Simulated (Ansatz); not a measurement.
Start from GaN in the wurtzite structure (space group P6_3mc, No. 186; a = 3.183 Å, c = 5.185 Å).

Method: PBEsol in Ansatz (plane waves to 420 eV, PAW, no spin-orbit coupling).

Base values:

* **Density**: 6.11 g/cm³
* **Band gap**: 1.88 eV
* **Shortest interatomic distance**: 1.946 Å
* **Electron mass**: 0.16 mₑ along c, 0.17 mₑ across (at Γ)

The change: cell and atoms relaxed at a pressure of 30 GPa.

### Question
What happens to the density, band gap, shortest interatomic distance and electron mass?

### Answer
The density goes up by 0.793 g/cm³ to 6.91 g/cm³; the band gap rises by 0.796 eV to 2.67 eV; the shortest interatomic distance falls by 0.077 Å, from 1.946 Å to 1.869 Å; the electron mass changes from 0.16 mₑ along c, 0.17 mₑ across (at Γ) to 0.21 mₑ along c, 0.23 mₑ across (at Γ).

Load acts through the strain it causes; cell and atoms are relaxed under it. Effective masses come from finite differences of ±0.01 Å⁻¹. Stability against distortions was not tested. Tetrahedral semiconductors of this kind turn to denser phases somewhere between about 1 and 50 GPa; those were not computed, so compressed cells here can lie past the real transition.

Ansatz is a first-principles code.
